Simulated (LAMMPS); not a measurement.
MD of NiAl (CsCl type) at zero pressure, 4394 atoms, as a liquid; each row is its own run.

Computed with classical MD, pair style eam/alloy, file NiAlH_jea.eam.alloy; code LAMMPS.

```csv
T (K),D(Ni) (cm²/s)
1040,1.20e-5
1330,3.43e-5
1520,5.32e-5
1710,6.91e-5
1900,9.15e-5
2090,0.000113
2660,0.000189
```

### Question
Fit an Arrhenius law, ln y = a + b / x, to these rows (x is the first column, y the second) and predict the run at x = 2380.

### Answer
Least squares gives a = -6.8450 and b = -4630. The slope times kB gives an activation energy of 0.40 eV. At x = 2380 the fit predicts 0.000152 cm²/s. The run itself gave (1.46 ± 0.02) × 10^-4 cm²/s, so the fit is 4.1 % high.

Caution: a run this short can hold a crystal over, or a liquid under, the potential's own melting point, which these runs don't give.

Errors of D are the spread over four groups of atoms in one short run; a floor of about 5 %, a picked value, is safer.
